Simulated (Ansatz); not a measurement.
**One base run on BaC₂ (C2/c, 6 atoms in the cell) and variants with one or two settings moved**

```
CELL_PARAMETERS angstrom
      3.83047    -2.38863     0.00000
      3.83047     2.38863     0.00000
     -2.88093     0.00000     7.82739
ATOMIC_POSITIONS crystal
  Ba 0.81021 0.18979 0.25000
  Ba 0.18979 0.81021 0.75000
  C  0.58597 0.89327 0.44553
  C  0.41403 0.10673 0.55447
  C  0.10673 0.41403 0.05447
  C  0.89327 0.58597 0.94553
```

Base run A: HSE06, default PAW files made with PBE in Ansatz (an electronic-structure program), self-consistent single point.

Its settings: basis.ecutwfc = 420 eV; kpoints.mp_grid.grid = 5 5 2; hamiltonian.xc = hse06; hamiltonian.pseudopotentials = {kind: paw} (the program's default PAW files); scf.occupations.method = gaussian; scf.occupations.width = 0.02 eV.

The starting cell comes from a database of computed structures (which also holds hypothetical and non-ambient phases and stackings), without a prior relaxation at this level. Ansatz's pressure includes its estimate of the finite-basis (Pulay) stress. Another mesh or the band path of this cell gives a smaller gap, so this value is not converged in the mesh.

ΔF is the free energy per atom less that of run A. A dash stands where there is no value to compare (another energy zero or no entropy term, no result, no spin, no clean gap, or a mesh too coarse for one). Absolute energies have different zeros for different potentials, functionals, Hubbard and dispersion terms and are not compared across them.

Runs:
- B: hamiltonian.xc: hse06 → pbesol [PBEsol]
- C: hamiltonian.xc: hse06 → pbe0 [PBE0]
- D: kpoints.mp_grid.grid: 5 5 2 → 4 4 2
- E: kpoints.mp_grid.grid: 5 5 2 → 5 5 3
- F: scf.convergence.dr2_threshold: default (1e-07 eV) → 1e-05 eV
- G: scf.mixing.algorithm: default (the program chose MSR1) → msr1
- H: scf.mixing.algorithm: default (the program chose MSR1) → anderson; scf.mixing.beta: default → 0.2
- I: scf.exx.singularity: default → gygi_baldereschi

```csv
run,ΔF (meV/atom),pressure (GPa),largest force (eV/Å),gap on the mesh (eV),k-points
A,0.00,-1.73,0.962,3.622,18
B,–,-2.33,0.050,2.283,18
C,–,-1.78,0.997,4.365,18
D,0.05,-1.73,0.963,3.399,14
E,0.01,-1.73,0.962,3.610,24
F,0.00,-1.73,0.962,3.622,18
G,0.00,-1.73,0.962,3.622,18
H,0.00,-1.73,0.962,3.622,18
I,–,-1.73,0.962,3.622,18
```

Run D against A: The free energy stays essentially unchanged (within 1 meV/atom), the pressure stays at -1.73 GPa, the largest force moves little (0.962 to 0.963 eV/Å) and the gap on the mesh goes from 3.622 to 3.399 eV.

Run E against A: The free energy is nearly the same (within 1 meV/atom), the pressure stays at -1.73 GPa, the largest force stays at 0.962 eV/Å and the gap on the mesh goes from 3.622 to 3.610 eV.

Run F against A: The free energy hardly moves (within 1 meV/atom), the pressure stays at -1.73 GPa, the largest force stays at 0.962 eV/Å and the gap on the mesh stays at 3.622 eV.

Left out of this page: 1 run of the series stopped by limits of time or memory.

Keys are those of Ansatz 0.2.
